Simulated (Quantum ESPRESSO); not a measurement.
The steps of a band-structure calculation for ZnCu2SnS4 (I-4, 8 atoms in the cell) with Quantum ESPRESSO.

Method of the run: PBE, PSlibrary PAW (PBE) pseudopotentials (plane waves; Quantum ESPRESSO).

Step 1 (scf):

```fortran
&CONTROL
    calculation = 'scf',
    prefix = 'ZnCu2SnS4',
    outdir = './work',
    pseudo_dir = './',
    tprnfor = .true.,
    tstress = .true.,
/
&SYSTEM
    ibrav = 0,
    nat = 8,
    ntyp = 4,
    ecutwfc = 55,
    ecutrho = 330,
    occupations = 'smearing',
    smearing = 'methfessel-paxton',
    degauss = 0.0147,
    nbnd = 42,
/
&ELECTRONS
    conv_thr = 1.0e-11,
/
ATOMIC_SPECIES
Zn    65.3800  Zn.pbe-dn-kjpaw_psl.1.0.0.UPF
Cu    63.5460  Cu.pbe-dn-kjpaw_psl.1.0.0.UPF
Sn   118.7100  Sn.pbe-dn-kjpaw_psl.1.0.0.UPF
S     32.0600  S.pbe-n-kjpaw_psl.1.0.0.UPF
CELL_PARAMETERS {angstrom}
  -2.7443700000     2.7443700000     5.4896730000
   2.7443700000    -2.7443700000     5.4896730000
   2.7443700000     2.7443700000    -5.4896730000
ATOMIC_POSITIONS {crystal}
Zn    0.7500000000    0.2500000000    0.5000000000
Cu    0.0000000000    0.0000000000    0.0000000000
Cu    0.2500000000    0.7500000000    0.5000000000
Sn    0.5000000000    0.5000000000    0.0000000000
S     0.3643200000    0.3712400000    0.4775800000
S     0.6287600000    0.1063400000    0.9930800000
S     0.8936600000    0.8867400000    0.5224200000
S     0.1132600000    0.6356800000    0.0069200000
K_POINTS {automatic}
4 4 4  0 0 0
```

Step 2 (bands):

```fortran
&CONTROL
    calculation = 'bands',
    prefix = 'ZnCu2SnS4',
    outdir = './work',
    pseudo_dir = './',
    verbosity = 'high',
/
&SYSTEM
    ibrav = 0,
    nat = 8,
    ntyp = 4,
    ecutwfc = 55,
    ecutrho = 330,
    occupations = 'smearing',
    smearing = 'methfessel-paxton',
    degauss = 0.0147,
    nbnd = 46,
/
&ELECTRONS
    conv_thr = 1.0e-11,
    startingwfc = 'random',
    diago_thr_init = 1.0d-6,
    diagonalization = 'cg',
/
ATOMIC_SPECIES
Zn    65.3800  Zn.pbe-dn-kjpaw_psl.1.0.0.UPF
Cu    63.5460  Cu.pbe-dn-kjpaw_psl.1.0.0.UPF
Sn   118.7100  Sn.pbe-dn-kjpaw_psl.1.0.0.UPF
S     32.0600  S.pbe-n-kjpaw_psl.1.0.0.UPF
CELL_PARAMETERS {angstrom}
  -2.7443700000     2.7443700000     5.4896730000
   2.7443700000    -2.7443700000     5.4896730000
   2.7443700000     2.7443700000    -5.4896730000
ATOMIC_POSITIONS {crystal}
Zn    0.7500000000    0.2500000000    0.5000000000
Cu    0.0000000000    0.0000000000    0.0000000000
Cu    0.2500000000    0.7500000000    0.5000000000
Sn    0.5000000000    0.5000000000    0.0000000000
S     0.3643200000    0.3712400000    0.4775800000
S     0.6287600000    0.1063400000    0.9930800000
S     0.8936600000    0.8867400000    0.5224200000
S     0.1132600000    0.6356800000    0.0069200000
K_POINTS {crystal_b}
13
  0.00000000   0.00000000   0.00000000   8  ! G
  0.00000000   0.00000000   0.50000000   2  ! X
 -0.12495751   0.12495751   0.50000000   4  ! Y
 -0.31247876   0.31247876   0.31247876   7  ! S
  0.00000000   0.00000000   0.00000000   6  ! G
  0.50000000   0.50000000  -0.50000000   4  ! Z
  0.31247876   0.68752124  -0.31247876   3  ! S1
  0.00000000   0.50000000   0.00000000   6  ! N
  0.25000000   0.25000000   0.25000000   4  ! P
  0.50000000   0.50000000  -0.12495751   6  ! Y1
  0.50000000   0.50000000  -0.50000000   1  ! Z
  0.00000000   0.00000000   0.50000000   3  ! X
  0.25000000   0.25000000   0.25000000   1  ! P
```

Step 3 (bands.x):

```fortran
&BANDS
    prefix = 'ZnCu2SnS4',
    outdir = './work',
    filband = 'bands.dat',
    lsym = .false.,
/
```

Output of bands (abridged):

```
     file Zn.pbe-dn-kjpaw_psl.1.0.0.UPF: wavefunction(s)  4S 3D renormalized
     file Cu.pbe-dn-kjpaw_psl.1.0.0.UPF: wavefunction(s)  4S 3D renormalized
     file Sn.pbe-dn-kjpaw_psl.1.0.0.UPF: wavefunction(s)  5S 5P 4D renormalized
     file S.pbe-n-kjpaw_psl.1.0.0.UPF: wavefunction(s)  3S 3P renormalized

     Atomic positions and unit cell read from directory:
     ./work/ZnCu2SnS4.save/

     Message from routine setup:
   [... lines left out ...]
     unit-cell volume          =    1116.0622 (a.u.)^3
   [... lines left out ...]

     The potential is recalculated from file :
     ./work/ZnCu2SnS4.save/charge-density

     Band Structure Calculation
     CG style diagonalization

     ethr =  1.00E-06,  avg # of iterations = 54.1

     End of band structure calculation

          k = 0.0000 0.0000 0.0000 (  7665 PWs)   bands (ev):

   -15.1760 -15.1720 -15.1720 -15.1090 -15.1040  -7.2265  -5.8316  -5.8171
    -5.8171  -0.8241   0.0860   0.1510   0.1510   0.1538   0.2484   1.5347
     2.1325   2.2980   2.7739   2.7739   2.7916   3.4258   3.4258   3.9040
     3.9040   3.9254   5.0483   5.1473   5.3274   5.5549   5.5796   5.5796
     5.7360   7.0457   7.0457   7.1096   7.1502   9.0800   9.7732  10.7309
    10.7309  11.9071  12.0155  12.3463  12.3463  12.6088

          k = 0.0766 0.0766 0.0000 (  7679 PWs)   bands (ev):

   -15.1761 -15.1721 -15.1721 -15.1090 -15.1041  -7.2065  -5.8378  -5.8293
    -5.8277  -0.8106   0.0879   0.1437   0.1470   0.1611   0.2500   1.5264
     2.0936   2.2822   2.6672   2.7870   2.9668   3.3917   3.4337   3.8545
     3.9095   3.9551   5.0701   5.1601   5.3352   5.4895   5.5622   5.6435
     5.7610   6.7178   7.0371   7.0653   7.4783   9.1826   9.8439  10.7021
    10.7327  11.8951  11.9870  12.3252  12.4512  12.6029

   [... 53 blocks of this kind left out ...]
```

Output of bands.x (abridged):

```
     Reading xml data from directory:

     ./work/ZnCu2SnS4.save/
     file Zn.pbe-dn-kjpaw_psl.1.0.0.UPF: wavefunction(s)  4S 3D renormalized
     file Cu.pbe-dn-kjpaw_psl.1.0.0.UPF: wavefunction(s)  4S 3D renormalized
     file Sn.pbe-dn-kjpaw_psl.1.0.0.UPF: wavefunction(s)  5S 5P 4D renormalized
     file S.pbe-n-kjpaw_psl.1.0.0.UPF: wavefunction(s)  3S 3P renormalized

     G-vector sticks info
     --------------------
     sticks:   dense  smooth     PW     G-vecs:    dense   smooth      PW
     Sum        3993    2647    739               112983    61453    9085

     Reading collected, re-writing distributed wavefunctions
     high-symmetry point:  0.0000 0.0000 0.0000   x coordinate   0.0000
     high-symmetry point:  0.6124 0.6124 0.0000   x coordinate   0.8661
     high-symmetry point:  0.7655 0.4594 0.0000   x coordinate   1.0826
     high-symmetry point:  0.7655 0.0000 0.0000   x coordinate   1.5420
     high-symmetry point:  0.0000 0.0000 0.0000   x coordinate   2.3075
     high-symmetry point:  0.0000 0.0000 0.6123   x coordinate   2.9198
   [... 2 lines left out ...]
     high-symmetry point:  0.6124 0.6124 0.3062   x coordinate   4.3339
     high-symmetry point:  0.4594 0.4594 0.6123   x coordinate   4.7089
     high-symmetry point:  0.0000 0.0000 0.6123   x coordinate   5.3585
     high-symmetry point:  0.6124 0.6124 0.0000   x coordinate   5.3585
     high-symmetry point:  0.6124 0.6124 0.3062   x coordinate   5.6647

     Plottable bands (eV) written to file bands.dat.gnu
     Bands written to file bands.dat

   JOB DONE.
```

The starting cell comes from a database of computed structures (which also holds hypothetical and non-ambient phases and stackings), without a prior relaxation at this level. Its lattice was rescaled by a random factor within 2.5 % of one. Spin polarisation is off. The run gives no clean gap (levels at the Fermi energy touch, overlap or are partly filled at this smearing), which alone does not show that the compound is a metal.
